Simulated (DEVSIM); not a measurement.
Structure: Schottky contact on n-type Si, at 350 K.

| layer (left to right) | material | thickness (μm) | Nd (cm⁻³) | τn (s) | τp (s) |
|---|---|---|---|---|---|
| 1 | Si | 7.50 | 1e16 | 6.3e-7 | 6.3e-7 |

Left contact: Schottky, work function 4.69 eV, emission velocity 3.4e6 cm/s. Right contact: ohmic. Voltage is applied to the left contact. Recombination: SRH at mid-gap, radiative. Mobility is μmin + (μ − μmin)/(1 + (N/Nref)^α).

The device is made up for the run: typed textbook-type constants, with dimensions and the other settings drawn at random. Values at 300 K; Nc and Nv go as T^1.5, mobilities as T to minus their exponent, the gap by Varshni's rule with the affinity fixed.

| parameter | Si |
|---|---|
| gap (eV) | 1.124 |
| affinity (eV) | 4.05 |
| permittivity | 11.7 |
| Nc (cm⁻³) | 2.86e19 |
| Nv (cm⁻³) | 3.1e19 |
| μn (cm²/Vs) | 1417 |
| μp (cm²/Vs) | 470 |
| μn,min | 52 |
| μp,min | 45 |
| Nref,n | 9.7e16 |
| Nref,p | 2.2e17 |
| αn | 0.68 |
| αp | 0.72 |
| T exponent of μn | 2.3 |
| T exponent of μp | 2.2 |
| B (cm³/s) | 4.7e-15 |
| Varshni α (eV/K) | 0.000473 |
| Varshni β (K) | 636 |

DEVSIM, 1D drift-diffusion, Boltzmann statistics, complete ionisation; no tunnelling, impact ionisation, image-force lowering or self-heating. Metal contacts follow the ideal Schottky-Mott rule: no Fermi-level pinning, no interface dipoles.

Q: Tabulate band edges, carrier densities and field at 1.15 V on the left contact.

A: Energies count from the Fermi level of the right contact; mesh points crowd at the junctions.

```csv
x (μm),Ec (eV),Ev (eV),n (cm⁻³),p (cm⁻³),field (V/cm)
0.000,-0.510,-1.621,2.6e15,6.3e12,-5500
0.01358,-0.517,-1.627,3.7e15,5.0e12,-4100
0.03481,-0.523,-1.634,5.5e15,3.8e12,-2300
0.06796,-0.528,-1.639,7.6e15,3.0e12,-600
0.1384,-0.526,-1.637,9.5e15,2.5e12,740
0.2297,-0.518,-1.629,9.9e15,2.4e12,1000
0.3725,-0.503,-1.614,1.0e16,2.4e12,1100
0.6757,-0.471,-1.582,1.0e16,2.4e12,1100
1.069,-0.430,-1.540,1.0e16,2.4e12,1100
1.684,-0.365,-1.476,1.0e16,2.4e12,1100
2.644,-0.264,-1.375,1.0e16,2.4e12,1100
4.443,-0.075,-1.185,1.0e16,2.4e12,1100
5.552,0.042,-1.069,1.0e16,2.4e12,1100
6.261,0.117,-0.994,1.0e16,2.4e12,1100
6.837,0.177,-0.933,1.0e16,2.2e12,1100
7.084,0.203,-0.907,1.0e16,1.9e12,1100
7.231,0.219,-0.892,1.0e16,1.5e12,1100
7.337,0.230,-0.881,1.0e16,1.1e12,1100
7.422,0.239,-0.872,1.0e16,5.8e11,1100
7.459,0.243,-0.868,1.0e16,3.3e11,1100
7.482,0.245,-0.866,1.0e16,1.5e11,1100
7.500,0.247,-0.864,1.0e16,1.4e7,1100
```
